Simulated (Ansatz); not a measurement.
N on the 1x1 (110) surface of bcc W, one in a 2x1 cell, energies for each (14.3 Å²). Energies are against ½ N2(g), without zero-point or thermal terms; each row is named by its start.

All values below come from PBE (plane waves to 420 eV, PAW; Ansatz, a first-principles code).

### Question
Which site binds most strongly?
(A) hollow W-W-W
(B) bridge W-W (span 3.2 Å)
(C) bridge W-W (span 2.8 Å)
(D) top W

### Answer
A, hollow W-W-W. Adsorption energies: hollow W-W-W -1.62 eV; bridge W-W (span 3.2 Å) -1.31 eV; bridge W-W (span 2.8 Å) -0.58 eV; top W 1.02 eV.
